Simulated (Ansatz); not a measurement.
## Effect of biaxial strain −4.80 %, plane normal [001], relaxed out of plane on CaSi2

Consider CaSi2 (space group R-3m, No. 166; a = 3.8512 Å, c = 29.8092 Å (hexagonal axes); a cell from a computed database, its experimental status unchecked). Axes: x lies along a and z along c of the hexagonal cell.

Perturbation: biaxial strain −4.80 %, plane normal [001], relaxed out of plane (Cartesian); in-plane vectors clamped, the third vector and the atoms free.

All numbers come from PBEsol/PAW in Ansatz (a first-principles code), no spin-orbit coupling. Settings: 14×14×14 k-points, 0.05 eV Fermi–Dirac smearing.

The volume per atom drops by 1.22 Å³, from 21.27 Å³ to 20.05 Å³ and the energy rises by 54 meV/atom. The pressure (mean of the normal stresses, compression positive) goes from zero to 6.0 GPa and the band gap remains zero. The out-of-plane strain is +4.01 % (rough) and the mean in-plane stress (compression positive) is +9.0 GPa (rough).

Final structure (turned so that z lies along the plane normal):

```
CaSi2
1.0
    3.66636     0.00000     0.00000
    1.83318     3.17516     0.00000
    1.83318    -1.05839    10.33461
Ca Si
2 4
Direct
  0.16313   0.91843   0.75530
  0.83687   0.08157   0.24470
  0.69633   0.65184   0.95551
  0.30367   0.34816   0.04449
  0.63434   0.18283   0.54850
  0.36566   0.81717   0.45150
```

Without a gap, meshes like the base's 14×14×14 leave anisotropic stresses uncertain by several tenths of a GPa, and small strain energies with them. Whether these cells are dynamically stable was not tested. All final runs are without spin polarisation.
